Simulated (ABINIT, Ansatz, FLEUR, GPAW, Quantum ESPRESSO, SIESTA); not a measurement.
## Code comparison for CaMg6Si (Amm2, 8 atoms in the cell)

Self-consistent single point, at a second geometry (lattice scaled by 0.98). First geometry:

```xyz
8
Lattice="5.0336 0.0000 0.0000 0.0000 3.0693 5.9907 0.0000 -3.0693 5.9907" Properties=species:S:1:pos:R:3 pbc="T T T"
Ca     2.5168     0.0000     2.1501
Mg     2.5168     1.5333     5.1281
Mg     2.5168    -1.5333     5.1281
Mg     0.0000     1.4972     6.9341
Mg     0.0000    -1.4972     6.9341
Mg     0.0000     0.0000     4.1114
Mg     0.0000     0.0000     9.7954
Si     2.5168     0.0000     7.7439
```

Shared settings, as Ansatz (a program for electronic structure) writes them: kpoints.mp_grid.grid = 4 3 3; scf.occupations.method = gaussian; scf.occupations.width = 0.1 eV. Potentials and cutoffs stand in the table.

| code | model | ΔF from the first geometry (meV/atom) | pressure (GPa) | largest force (eV/Å) | cutoff |
|---|---|---|---|---|---|
| SIESTA | GGA PBEsol, numerical atomic orbitals DZP, PseudoDojo PBEsol standard norm-conserving potentials (rewritten from UPF to PSML) | 42.9 | 6.83 | 0.288 | grid 300 Ry |
| ABINIT | PBEsol, norm-conserving pseudopotentials (PseudoDojo nc-sr-04 PBEsol standard) | 2.8 | 1.61 | 0.175 | 84 Ry |
| Ansatz | PBEsol, PAW files made with PBE | 2.6 | 1.59 | 0.174 | default |
| FLEUR | PBEsol, all-electron FLAPW (FLEUR), scalar-relativistic valence | – | – | 0.174 | Kmax 3.8 1/bohr |
| Quantum ESPRESSO | PBEsol, GBRV 1.5 ultrasoft (PBESOL) pseudopotentials | 2.6 | 1.61 | 0.174 | 40 Ry |
| GPAW | PBEsol, GPAW PAW datasets PBEsol (made by gpaw-setup) | 3.2 | 1.69 | 0.172 | 850 eV |

Size of the force on each atom (eV/Å): Sizes of forces hide their directions.

| code | Ca1 | Mg2 | Mg3 | Mg4 | Mg5 | Mg6 | Mg7 | Si8 |
|---|---|---|---|---|---|---|---|---|
| SIESTA | 0.245 | 0.183 | 0.183 | 0.288 | 0.288 | 0.238 | 0.160 | 0.171 |
| ABINIT | 0.065 | 0.057 | 0.057 | 0.065 | 0.065 | 0.039 | 0.175 | 0.089 |
| Ansatz | 0.066 | 0.051 | 0.051 | 0.062 | 0.062 | 0.038 | 0.174 | 0.088 |
| FLEUR | 0.067 | 0.052 | 0.052 | 0.061 | 0.061 | 0.036 | 0.174 | 0.088 |
| Quantum ESPRESSO | 0.066 | 0.051 | 0.051 | 0.062 | 0.062 | 0.038 | 0.174 | 0.087 |
| GPAW | 0.069 | 0.052 | 0.052 | 0.061 | 0.061 | 0.028 | 0.172 | 0.085 |

A dash marks a value that a program does not give, or that is left out as unsure.

The spread over the programs that give each value: ΔF from the first geometry within 40.3 meV/atom; pressure within 5.24 GPa; largest force within 0.116 eV/Å.

SIESTA uses small atom-centred bases, whose incompleteness enters pressures, forces and empty levels differently from a plane-wave cutoff. FLEUR treats all electrons, but the usual bases taken here (sphere radii, linearisation, local orbitals, empty states) were not tested for convergence, so the values are no reference for the others. Ansatz's pressure is given at a fixed set of plane waves, as the other plane-wave codes print theirs. In the pressure, SIESTA (by 5.22) lies more than 1 GPa from the median of the plane-wave programs. In the force vectors, SIESTA (by 0.308) lies more than 0.08 eV/Å from the median of the plane-wave programs.

The shared mesh is coarse (it stands for a supercell whose shortest vector is 18 Å), so the values are not converged in it.

The starting cell comes from a database of computed structures (which also holds hypothetical and non-ambient phases and stackings), without a prior relaxation at this level. For this run, on top of that: lattice scaled by 0.98.

Left out of this page: CP2K (unsound by tests on forces, stress, charge or solver warnings); Elk (not drawn, or without a comparable value).

Keys are those of Ansatz 0.2.
